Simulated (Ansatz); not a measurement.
```yaml
crystal:
  lattice:
    - [0.00000, 2.50787, 2.50787]
    - [2.50787, 0.00000, 2.50787]
    - [2.50787, 2.50787, 0.00000]
  atoms:
    - { symbol: Li, position: [0.00000, 0.00000, 0.00000] }
    - { symbol: Cl, position: [0.50000, 0.50000, 0.50000] }
```

No spin polarisation.

Level of theory: PBE/PAW in Ansatz (a first-principles code), without spin-orbit coupling. k-mesh 11×11×11 (Γ-centred); smearing 0.05 eV (Fermi–Dirac).

Q: Predict the band gap.

A: 6.73 eV.

Q: What gap character does the calculation give?

A: Direct at Γ.

Q: Estimate the width of the top valence band.

A: 1.24 eV.

Load acts through the strain it causes; cell and atoms are relaxed under it. Stability against distortions was not tested. The cell was made from LiCl in the rock salt structure (space group Fm-3m, No. 225) by this change: pressure 3 GPa.
